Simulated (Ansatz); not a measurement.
Base system: PbF₂ in the fluorite structure (space group Fm-3m, No. 225; a = 5.8987 Å). Axes: x, y, z lie along the cube axes.

The values are results of Ansatz (an electronic-structure program) PBEsol, spin-orbit coupling left out, not measurements.

For the base:

* **Band gap**: 4.31 eV
* **Shortest interatomic distance**: 2.554 Å

Perturbation: tensor shear ε_xy = +0.86 % (engineering shear γ = 0.0172); the atoms relax in the strained cell.

### Question
What does the calculation give for the largest internal atomic displacement, stress, energy relative to the base, band gap and shortest interatomic distance after the change?

### Answer
The largest internal atomic displacement is 0.011 Å; the stress (xx, yy, zz, yz, xz, xy; compression positive) is (0.00, 0.00, 0.00, 0.00, 0.00, -0.38) GPa; the energy rises by 0.4 meV/atom; the band gap is nearly the same (4.31 eV against 4.30 eV); the shortest interatomic distance falls by 0.008 Å, from 2.554 Å to 2.546 Å.

Spin-orbit coupling, missing from the scalar runs, can matter with Pb. Stability against distortions was not tested.
